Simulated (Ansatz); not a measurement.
## Effect of isotropic strain −3.00 % on CdGeAs2

Consider CdGeAs2 in the chalcopyrite structure (space group I-42d, No. 122; a = 5.942 Å, c = 11.312 Å).

The change: the cell is scaled by 0.9700 in all directions, atoms relaxed at fixed cell.

Level of theory: PBEsol in Ansatz (plane waves to 420 eV, PAW, spin-orbit coupling left out). Γ-centred 8×8×8 mesh, Fermi–Dirac width 0.05 eV.

```json
[
 {"quantity": "volume per atom", "base": "24.96 Å³", "changed": "22.78 Å³", "shift": "-2.18 Å³"},
 {"quantity": "space group", "base": "I-42d (No. 122)", "changed": "I-42d (No. 122)", "shift": "–"},
 {"quantity": "energy relative to the base (free energy F)", "base": "0 meV/atom", "changed": "+43 meV/atom", "shift": "+43 meV/atom"},
 {"quantity": "pressure (mean of the normal stresses, compression positive)", "base": "0.00 GPa", "changed": "6.87 GPa", "shift": "+6.87 GPa"},
 {"quantity": "band gap (uncertain: the edges found look like a band crossing or inverted bands; the base alone)", "base": "0.13 eV", "changed": "0.19 eV", "shift": "+0.055 eV"}
]
```

Final structure:

```xyz
8
Lattice="-2.8819 2.8819 5.4863 2.8819 -2.8819 5.4863 2.8819 2.8819 -5.4863" Properties=species:S:1:pos:R:3 pbc="T T T"
Cd     0.0000     0.0000     0.0000
Cd     0.0000     2.8819     2.7431
Ge     0.0000     0.0000     5.4863
Ge     2.8819     0.0000     2.7431
As     1.3007     1.4409     6.8579
As     1.4409    -1.3007     4.1147
As     1.5812     1.4409     1.3716
As     1.4409     4.1825    -1.3716
```

No phonon test of stability was made. The zero or small gap of CdGeAs2 can change with the level of theory.

Ansatz is a quantum-chemistry and plane-wave program.
